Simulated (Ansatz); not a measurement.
Start from InSe in the beta-GaS type structure (space group P6_3/mmc, No. 194; a = 4.016 Å, c = 16.926 Å; layered, stacked along the Cartesian z axis).

The change: cell and atoms relaxed at a pressure of 22.5 GPa.

Levels (all Ansatz, a quantum-chemistry and plane-wave program, PAW, earlier PAW set): r2SCAN+rVV10 (500 eV, spin-orbit coupling left out); HSE06 (420 eV, scalar-relativistic without spin-orbit coupling).

The geometry is relaxed with r2SCAN+rVV10.

| Property | Result |
|---|---|
| r2SCAN+rVV10 lowest conduction level above the VBM at special points | K 0.22 eV; M 0.71 eV; H 0.74 eV; Γ 1.85 eV |

Question: How does going to HSE06 change the lowest conduction level above the VBM at special points?

Answer: The lowest conduction level above the VBM at special points changes from K 0.22 eV; M 0.71 eV; H 0.74 eV; Γ 1.85 eV to K 0.47 eV; M 0.95 eV; H 1.01 eV; Γ 2.18 eV.

Single points use the geometry relaxed with r2SCAN+rVV10. Their cutoffs differ, which shifts pressures a little. The hybrid gap comes from the SCF mesh plus the semilocal run's edge points and a few special points and is an upper bound. The levels and masses belong to the bands next to the band gap. Load acts through the strain it causes; cell and atoms are relaxed under it. Whether these cells are dynamically stable was not tested. Competing high-pressure phases were not computed.
